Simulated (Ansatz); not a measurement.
MgS (Fm-3m): electron mass 0.367 mₑ, hole mass 1.02 mₑ, dielectric constants ε∞ = 5.58 and ε₀ = 14.4, effective LO phonon energy 50 meV (band masses from r2SCAN, rigid bands (Ansatz, a first-principles code), cell and atoms relaxed with PBEsol; dielectric constants and zone-centre modes from LDA run with Ansatz on its own relaxed cell).

Task: Estimate a shallow donor's binding energy, its radius and the Mott density in the hydrogenic model.

Result: E_d = 13.606 eV × m/ε₀² = 24.1 meV and a = 0.0529 nm × ε₀/m = 2.08 nm; n^(1/3) a = 0.26 gives 2.0e18 cm⁻³. The orbit spans many cells, so the model is sensible.

Task: Bracket the exciton binding energy.

Result: The reduced mass is 0.270 mₑ, which gives 17.7 meV with ε₀ and 118 meV with ε∞. The phonon energy lies between the two, so neither limit holds, and the model's value lies between them.

Isotropic masses (harmonic means over directions) and a parabolic band; the masses carry the functional's gap error.
